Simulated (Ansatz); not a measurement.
Input and output of a self-consistent single point for a (100) slab of HfSi (cut from a parent of space group no. 62; 8 atoms in the cell) (Ansatz, a quantum-chemistry and plane-wave program).

Method of the run: LDA (PW92), default PAW files made with PBE (plane waves; Ansatz).

```xyz
8
Lattice="3.7569 0.0000 0.0000 0.0000 5.2078 0.0000 0.0000 0.0000 20.2518" Properties=species:S:1:pos:R:3 pbc="T T T"
Hf     0.9392     1.9497    11.3242
Hf     2.8177     3.2580     8.9277
Hf     2.8177     4.5536    12.3486
Hf     0.9392     0.6541     7.9033
Si     0.9392     4.4832    10.4209
Si     2.8177     0.7246     9.8309
Si     2.8177     1.8793    13.2518
Si     0.9392     3.3284     7.0000
```

Reference input (self-consistent single point, DFT, LDA (PW92), plane waves, default PAW files made with PBE): basis.ecutwfc = 420 eV; kpoints.mp_grid.grid = 7 5 1; hamiltonian.xc = lda; hamiltonian.pseudopotentials = {kind: paw} (the program's default PAW files); scf.occupations.method = gaussian; scf.occupations.width = 0.1 eV. This run's input differs from it in these lines:

Ansatz 0.2 input:
```diff
@@ -18,3 +18,3 @@
 kpoints:
-  mp_grid: { grid: [7, 5, 1] }
+  mp_grid: { grid: [9, 7, 1] }
 hamiltonian:
```

The program printed (abridged):

```
SCF iter   1: F=—  HF=-64342.115910 eV  |F-HF|=—  |Δ(HF+E_count)|=         —  Δρ=4.13e-3  dr2=9.31e-2  ethr=1.77e-3  ⟨swp⟩=7.2  Hψ=5525  notcnv=0  defer=2
all-band conjugate gradients solve this SCF's bands
preconditioner: auto → LDOS
SCF iter   2: F=—  HF=-64342.094409 eV  |F-HF|=—  |Δ(HF+E_count)|=   2.15e-2  Δρ=1.72e-3  dr2=2.85e-2  ethr=7.76e-5  ⟨swp⟩=2.2  Hψ=2930  notcnv=0  defer=95
   [... lines left out ...]
SCF iter   5: F=—  HF=-64342.088429 eV  |F-HF|=—  |Δ(HF+E_count)|=   1.99e-4  Δρ=1.26e-4  dr2=1.08e-4  ethr=7.80e-7  ⟨swp⟩=2.4  Hψ=2511  notcnv=0  defer=95
SCF iter   6: F=—  HF=-64342.088409 eV  |F-HF|=—  |Δ(HF+E_count)|=   2.03e-5  Δρ=3.54e-5  dr2=7.33e-6  ethr=9.01e-8  ⟨swp⟩=2.0  Hψ=2366  notcnv=0  defer=95
SCF iter   7: F=—  HF=-64342.088308 eV  |F-HF|=—  |Δ(HF+E_count)|=   1.01e-4  Δρ=1.14e-5  dr2=6.83e-7  ethr=6.11e-9  ⟨swp⟩=2.1  Hψ=2560  notcnv=0  defer=85
SCF iter   8: F=-64342.088308 eV  HF=-64342.088308 eV  |F-HF|=4.37e-10  |Δ(HF+E_count)|=   3.17e-7  Δρ=3.49e-6  dr2=7.88e-8  ethr=8.33e-11  ⟨swp⟩=14.4  Hψ=7594  notcnv=0
SCF 1 converged in 8 iterations: F = -64342.088308 eV  dr2 = 7.88e-8
Free energy (F): -64342.088308 eV
Internal energy: -64342.056445 eV  (E = F + TS)
E sigma→0 (E₀):  -64342.072377 eV
Entropy (-TS):   -0.031863 eV (-3.983 meV/atom)
Fermi energy:    2.739196 eV
--- Forces (eV/Å), atoms counted from 1 ---
  atom   1  Hf     0.00000000     0.25446268     0.17049944
  atom   2  Hf     0.00000000    -0.25446268    -0.17049944
  atom   3  Hf     0.00000000    -0.31751922    -0.69309347
  atom   4  Hf     0.00000000     0.31751922     0.69309347
  atom   5  Si     0.00000000     0.03464750     0.20112362
  atom   6  Si     0.00000000    -0.03464750    -0.20112362
  atom   7  Si     0.00000000     0.28324494    -0.27214258
  atom   8  Si     0.00000000    -0.28324494     0.27214258
--- Stress (GPa, compression-positive) ---
       -2.927060       0.000000       0.000000
        0.000000      -4.734092       0.400026
        0.000000       0.400026      -1.720461
  P = ⅓ Tr σ = -3.1272 GPa (-31.272 kbar)
  The stress holds the Pulay correction. Without it, at fixed plane waves, as pw.x and ABINIT print it: P = -3.1407 GPa
```

The run converged in 8 iterations. Against the reference run the free energy is nearly the same (within 1 meV/atom) and the largest force goes from 0.708 to 0.762 eV/Å.

The starting cell comes from a database of computed structures (which also holds hypothetical and non-ambient phases and stackings), without a prior relaxation at this level. The slab is cut from that crystal, and its faces are unrelaxed. Its lattice was rescaled by up to half a per cent. Spin-orbit coupling is off. Spin polarisation is off, though cut faces can carry moments; the slab shows no gap.

Cost on one core of a shared machine: roughly 30 s.
